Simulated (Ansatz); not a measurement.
Results of PBE-D4 (Ansatz, a program for electronic structure, PAW) for L1₂ (Cu3Au-type) Ni3Si.

Settings: plane-wave cutoff 500 eV, 12×12×12 k mesh, Fermi–Dirac smearing 0.05 eV, no spin polarisation, scalar-relativistic PAW data made under PBE.

Computed at the level's own relaxed cell.

**Question.** What does this level give for the equilibrium volume per atom and lattice parameter a?

**Answer.** 
* **equilibrium volume per atom**: 10.44 Å³/atom
* **lattice parameter a**: 3.470 Å

Measured, for comparison: equilibrium volume per atom 10.81 Å³/atom, lattice constant a 3.510 Å (temperature not stated, not corrected to a static lattice; as tabulated in Metallic Nickel Silicides: Experiments and Theory for NiSi and First Principles …). Computed (rounded) less measured: equilibrium volume per atom -3.4 %, lattice constant a -1.1 %. A static lattice is as a rule a little smaller and stiffer than an uncorrected measurement, which narrows the difference in the lattice constant a and would widen misses of the other sign.

Static lattice: no zero-point or thermal effects.
